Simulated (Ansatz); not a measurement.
Abridged Ansatz (a program for electronic structure) output:

```
Pseudopotential: Al, paw, valence charge 3
Pseudopotential: Nb, paw, valence charge 13
Pseudopotential: C, paw, valence charge 4
Crystal: 16 atoms, lattice volume = 203.628 Å³
Basis set: ecut = 420 eV, 3957 PW (Γ), exchange–correlation on 48×48×324 points (8 copies of the dense FFT grid, shifted against one another)
Bands: 83, of which v1, the nominal top of the filled ones, is band 67 counted from 1 (66 counted from 0)
Symmetry: 24 space group operations
k-points: 48 of 392
Functional: x = pbesol(κ = 0.804, μ = 0.12345679012345678), c = pbesol(β = 0.046)
SCF iter   1: F=—  HF=-38503.189009 eV  |F-HF|=—  |Δ(HF+E_count)|=         —  Δρ=9.98e-3  dr2=1.16e0  ethr=1.77e-3  ⟨swp⟩=5.9  Hψ=15658  notcnv=0  defer=51
SCF iter   2: F=—  HF=-38503.130310 eV  |F-HF|=—  |Δ(HF+E_count)|=   5.87e-2  Δρ=4.62e-3  dr2=4.09e-1  ethr=8.67e-4  ⟨swp⟩=1.1  Hψ=4631  notcnv=0  defer=61
SCF 1 converged in 9 iterations: F = -38503.103094 eV  dr2 = 1.16e-9
SCF converged after 9 iterations
Free energy (F): -38503.103094 eV
Internal energy: -38503.065600 eV  (E = F + TS)
E sigma→0 (E₀):  -38503.084347 eV
Entropy (-TS):   -0.037495 eV (-2.343 meV/atom)
Fermi energy:    16.769318 eV
--- Forces (eV/Å), atoms counted from 1 ---
  atom   1  Al     0.00000000    -0.00000000     0.00000000
  atom   2  Al    -0.00000000     0.00000000     0.00000000
  atom   3  Nb     0.00000000    -0.00000000     0.00004147
  atom   4  Nb    -0.00000000     0.00000000    -0.00004147
  atom   5  Nb    -0.00000000     0.00000000     0.00004147
  atom   6  Nb     0.00000000    -0.00000000    -0.00004147
  atom   7  Nb    -0.00000000     0.00000000     0.00008009
  atom   8  Nb     0.00000000    -0.00000000    -0.00008009
  atom   9  Nb     0.00000000    -0.00000000     0.00008009
  atom  10  Nb    -0.00000000     0.00000000    -0.00008009
  atom  11  C     -0.00000000     0.00000000     0.00006250
  atom  12  C      0.00000000    -0.00000000    -0.00006250
  atom  13  C      0.00000000    -0.00000000     0.00006250
  atom  14  C     -0.00000000     0.00000000    -0.00006250
  atom  15  C     -0.00000000     0.00000000     0.00000000
  atom  16  C     -0.00000000     0.00000000     0.00000000
--- Stress (GPa, compression-positive) ---
       -0.002918       0.000000       0.000000
        0.000000      -0.002918       0.000000
        0.000000       0.000000       0.002021
  P = ⅓ Tr σ = -0.0013 GPa (-0.013 kbar)
```

Question: What was computed, and what are the main results?

Answer: Nb4AlC3, 16 atoms in the cell, with PBEsol in Ansatz (plane waves to 420 eV, PAW, without spin-orbit coupling). The last SCF converged to F = -38503.103094 eV, or -2406.4439 eV per atom, at a pressure of 0.00 GPa. The total energy compares only with runs of the same code, potentials and settings.

Whether these cells are dynamically stable was not tested. The final runs are not spin-polarised. The cell is Nb4AlC3 (space group P6_3/mmc, No. 194; a cell from a computed database, its experimental status unchecked).
